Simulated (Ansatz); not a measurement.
System: GeSi3 (model structure, P-4m2, No. 115, 4 atoms in the cell). Method: PBE in Ansatz (plane waves, PAW).

Settings: plane-wave cutoff 520 eV, 10×10×6 k mesh (along the axes of the cell as run), Fermi–Dirac smearing 0.01 eV, scalar-relativistic PAW data made under PBE.

Cell (relaxed at this level):

```xyz
4
Lattice="3.9124 0.0000 0.0000 0.0000 3.9124 0.0000 0.0000 0.0000 5.5322" Properties=species:S:1:pos:R:3 pbc="T T T"
Si     1.9562     0.0000     4.1816
Si     0.0000     0.0000     0.0000
Si     0.0000     1.9562     1.3506
Ge     1.9562     1.9562     2.7661
```

Estimate the band gap and bulk modulus B0 that the calculation returns.


- band gap = 0.38 eV (on the SCF k mesh)
- bulk modulus B0 = 81.6 GPa

Note: the bulk modulus is −V dP/dV from two relaxed cells at ±2 % in volume; the relaxation could raise the start's symmetry but not lower it, so the cell can be a saddle point.

Spin–orbit coupling is not included.

Static lattice: no zero-point or thermal effects.

Computing time: roughly 90 core-seconds.

A model structure was made by putting elements into a prototype or built by hand; it is no filed structure, need not be a known phase, and can be a saddle point held by its symmetry.

Ansatz is a first-principles code.
